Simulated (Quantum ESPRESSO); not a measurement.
Worked example: self-consistent single point of AlN (F-43m, 2 atoms in the cell) in Quantum ESPRESSO.

Method: PBE, PseudoDojo standard norm-conserving (PBE) pseudopotentials (plane waves; Quantum ESPRESSO).

The change in words: lattice scaled by 0.98. Reference geometry:
```yaml
crystal:
  lattice:
    - [-2.19382, 0.00000, 2.19382]
    - [0.00000, 2.19382, 2.19382]
    - [-2.19382, 2.19382, 0.00000]
  atoms:
    - { symbol: Al, position: [0.00000, 0.00000, 0.00000] }
    - { symbol: N, position: [0.75000, 0.75000, 0.75000] }
```

Reference input (self-consistent single point, DFT, PBE, plane waves, PseudoDojo standard norm-conserving (PBE) pseudopotentials): ecutwfc = 85 Ry; occupations = smearing; smearing = fermi-dirac; degauss = 0.0036749 Ry; potentials = {Al: Al.upf, N: N.upf}; K_POINTS = automatic 9 9 9 0 0 0; conv_thr = 1e-09 Ry; mixing_beta = 0.3. This run's input differs from it in these lines:

```diff
@@ -10,3 +10,3 @@
     ibrav = 2
-    celldm(1) = 8.2914492718
+    celldm(1) = 8.1256220249
     nat = 2
```

Log, with long lists cut:

```
     Self-consistent Calculation

     iteration #  1     ecut=    85.00 Ry     beta= 0.30

     total energy              =     -25.51724892 Ry
     estimated scf accuracy    <       0.61209815 Ry

     iteration #  2     ecut=    85.00 Ry     beta= 0.30

     total energy              =     -25.57349304 Ry
     estimated scf accuracy    <       0.04454948 Ry

     iteration #  3     ecut=    85.00 Ry     beta= 0.30

     total energy              =     -25.58053418 Ry
     estimated scf accuracy    <       0.00675387 Ry

   [... 4 blocks of this kind left out ...]

     iteration #  8     ecut=    85.00 Ry     beta= 0.30

     total energy              =     -25.58084264 Ry
     estimated scf accuracy    <       0.00000001 Ry

     iteration #  9     ecut=    85.00 Ry     beta= 0.30
     End of self-consistent calculation

     the Fermi energy is     9.9403 ev

!    total energy              =     -25.58084264 Ry
     estimated scf accuracy    <          1.0E-10 Ry
     smearing contrib. (-TS)   =      -0.00000000 Ry
     internal energy E=F+TS    =     -25.58084264 Ry

     convergence has been achieved in   9 iterations

     Forces acting on atoms (cartesian axes, Ry/au):

     atom    1 type  1   force =     0.00000000    0.00000000   -0.00000000
     atom    2 type  2   force =     0.00000000   -0.00000000    0.00000000

     Total force =     0.000000     Total SCF correction =     0.000000

          total   stress  (Ry/bohr**3)                   (kbar)     P=      153.50
   0.00104345  -0.00000000  -0.00000000          153.50       -0.00       -0.00
   0.00000000   0.00104345   0.00000000            0.00      153.50        0.00
  -0.00000000   0.00000000   0.00104345           -0.00        0.00      153.50

   JOB DONE.
```

The run converged in 9 iterations. Against the reference run the free energy rises by 31.9 meV/atom, the pressure goes from 1.73 to 15.35 GPa and the gap on the mesh goes from 3.498 to 3.541 eV.

The starting cell comes from a database of computed structures (which also holds hypothetical and non-ambient phases and stackings), without a prior relaxation at this level. Its lattice was rescaled by a random factor within 2.5 % of one. For this run, on top of that: lattice scaled by 0.98. With a pressure of about 15 GPa the cell is away from its equilibrium volume at this level.
